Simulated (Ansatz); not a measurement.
**Converging the plane-wave cutoff: Rb (Im-3m, 1 atom in the cell)**

```yaml
crystal:
  lattice:
    - [-2.83347, 2.83347, 2.83347]
    - [2.83347, -2.83347, 2.83347]
    - [2.83347, 2.83347, -2.83347]
  atoms:
    - { symbol: Rb, position: [0.00000, 0.00000, 0.00000] }
```

Level of theory: LDA (PW92), default PAW files made with PBE (plane waves; Ansatz, a program for electronic structure).

Base settings: basis.ecutwfc = 420 eV; kpoints.mp_grid.grid = 8 8 8; hamiltonian.xc = lda; hamiltonian.pseudopotentials = {kind: paw} (the program's default PAW files); scf.occupations.method = fermi_dirac; scf.occupations.width = 0.1 eV.

The second cell is the first with its lattice scaled by 0.98.

The mesh stays at the base's, so the ladder's end is converged at best in this setting alone.

Only quantities that move along the ladder and can be compared are tabulated.

The count of work is k-points × plane waves × bands × iterations; it is no time. 

The starting cell has typed, rounded lattice constants, without a prior relaxation at this level. Its lattice was rescaled by up to half a per cent.

| basis.ecutwfc | free energy less the last step's (meV/atom) | energy of the compressed cell less the first (meV/atom) | pressure without the Pulay estimate (GPa) | count of work / last |
|---|---|---|---|---|
| 145 eV | 1338.75 | -21.53 | -9.02 | 0.056 |
| 170 eV | 503.71 | -13.07 | -4.48 | 0.070 |
| 190 eV | 218.26 | -11.71 | -2.51 | 0.084 |
| 210 eV | 89.53 | -12.26 | -1.43 | 0.095 |
| 230 eV | 34.14 | -11.71 | -0.87 | 0.10 |
| 250 eV | 12.00 | -11.48 | -0.60 | 0.14 |
| 295 eV | 1.15 | -11.63 | -0.43 | 0.16 |
| 335 eV | 0.37 | -11.64 | -0.41 | 0.19 |
| 380 eV | 0.17 | -11.64 | -0.41 | 0.27 |
| 420 eV | 0.07 | -11.64 | -0.41 | 0.26 |
| 460 eV | 0.03 | -11.64 | -0.41 | 0.32 |
| 505 eV | 0.02 | -11.64 | -0.41 | 0.35 |
| 565 eV | 0.01 | -11.64 | -0.41 | 0.42 |
| 630 eV | 0.01 | -11.64 | -0.41 | 0.50 |
| 735 eV | 0.01 | -11.64 | -0.41 | 0.62 |
| 840 eV | 0.00 | -11.64 | -0.41 | 0.76 |
| 1010 eV | 0.00 | -11.64 | -0.41 | 1.0 |

Coarsest basis.ecutwfc that holds the energy of the compressed cell less the first within 2 meV/atom of the last step, with all finer ones: 170 eV, at 0.070 of the last step's count of work; the step before is off by 9.9 meV/atom.

Coarsest basis.ecutwfc that holds the free energy within 2 meV/atom of the last step, with all finer ones: 295 eV, at 0.16 of the last step's count of work; the step before is off by 12 meV/atom.

Coarsest basis.ecutwfc that holds the pressure without the Pulay estimate within 0.1 GPa of the last step, with all finer ones: 295 eV, at 0.16 of the last step's count of work; the step before is off by 0.19 GPa.

The energy difference between the two cells stays within 1 meV/atom of the last step's from 190 eV on, the total only from 335 eV on: much of the error is common to both cells and cancels.

At the lowest cutoff the pressure without the Pulay estimate lies 8.6 GPa under the last step's, the usual sign of Pulay stress in an incomplete plane-wave basis.

Keys are those of Ansatz 0.2.
